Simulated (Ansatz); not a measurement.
For Zr (model structure, started from the diamond type, Fd-3m, No. 227, 2 atoms in the cell), PBE (PAW; Ansatz, an electronic-structure program) gives:

* **lattice parameter a**: 6.277 Å
* **cohesive energy**: 3.79 eV/atom

What does r²SCAN (plane waves, PAW; Ansatz) give for the same quantities?


- lattice constant a: 6.186 Å (shrinks by 1.4 %)
- cohesive energy: 3.09 eV/atom (falls by 0.70 eV/atom)

Changes are worked out from the printed values.

Unless a cell is named, each level is at its own relaxed cell (PBE 30.91, r²SCAN 29.59 Å³/atom).

Ansatz's density-functional and Hartree–Fock values are scalar-relativistic unless marked +SOC, with PAW data made under PBE.

A model structure was made by putting elements into a prototype or built by hand; it is no filed structure, need not be a known phase, and can be a saddle point held by its symmetry.
